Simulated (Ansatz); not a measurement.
Consider W (space group Pm-3n, No. 223; a = 5.033 Å).

All numbers come from Ansatz (an electronic-structure program), PBEsol, PAW, cutoff 420 eV, no spin-orbit coupling, earlier PAW set.

One change was made to it. Results:

| quantity | base | after |
|---|---|---|
| band gap | zero | zero |
| shortest interatomic distance | 2.517 Å | 2.509 Å |
| density | 19.15 g/cm³ | 19.33 g/cm³ |

Task: Name the change that was made.
(A) pressure −2 GPa
(B) pressure 3 GPa
(C) pressure 10 GPa

Result: B, pressure 3 GPa. For comparison, the shortest interatomic distance in the other runs: pressure −2 GPa gives 2.522 Å; pressure 10 GPa gives 2.492 Å.

Load acts through the strain it causes; cell and atoms are relaxed under it. Whether these cells are dynamically stable was not tested. Competing high-pressure phases were not computed. The final runs are not spin-polarised. This is not the structure that W has at room temperature and ambient pressure.
